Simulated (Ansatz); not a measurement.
Al12W (Im-3, No. 204), treated with r²SCAN in Ansatz (plane waves, PAW).

Run with plane-wave cutoff 560 eV, 10×10×10 k mesh, Fermi–Dirac smearing 0.05 eV, no spin polarisation, scalar-relativistic PAW data made under PBE.

Equation-of-state points:

```csv
V (Å³/atom),E − E_lowest (meV/atom)
15.826,8.56
16.155,2.05
16.485,0.00
16.815,1.89
17.144,7.26
```

### Question
Fit the third-order Birch–Murnaghan equation and give B0 and B′.

### Answer
V0 = 16.485 Å³/atom, B0 = 95.6 GPa, B′ = 5.3 (fit to the energies at full precision).

Spin–orbit coupling is not included.

The computed numbers hold no vibrational or temperature effects.

Cost on a shared machine: roughly 22 core-minutes.

Ansatz is a first-principles code.
